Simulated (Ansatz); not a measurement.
Base system: Pt in the fcc (Cu type) structure (space group Fm-3m, No. 225).

```xyz
1
Lattice="0.0000 1.9701 1.9701 1.9701 0.0000 1.9701 1.9701 1.9701 0.0000" Properties=species:S:1:pos:R:3 pbc="T T T"
Pt     0.0000     0.0000     0.0000
```

Cartesian axes are those of the cell as printed.

Method: Ansatz (a first-principles code) r2SCAN, scalar-relativistic without spin-orbit coupling.

For the base:

```
Quantity            Value
---------------  --------
Volume per atom  15.29 Å³
Pressure          0.0 GPa
Band gap             zero
```

One thing is altered: biaxial strain +4.86 %, plane normal [111], relaxed out of plane (Cartesian); in-plane vectors clamped, the third vector and the atoms free.

Task: How does this affect the volume per atom?

Result: The volume per atom rises by 0.63 Å³, from 15.29 Å³ to 15.92 Å³.

Task: What happens to the energy relative to the base?

Result: The energy grows by 55 meV/atom.

Task: What does the calculation give for the pressure after the change?

Result: The pressure (mean of the normal stresses, compression positive) goes from zero to -7.3 GPa.

Task: What happens to the band gap?

Result: The band gap remains zero.

Without a gap, meshes like the base's 20×20×20 leave anisotropic stresses uncertain by several tenths of a GPa, and small strain energies with them. Whether these cells are dynamically stable was not tested. The final runs are not spin-polarised. Pt lies near a magnetic instability that expansion can trigger; it was not tested.
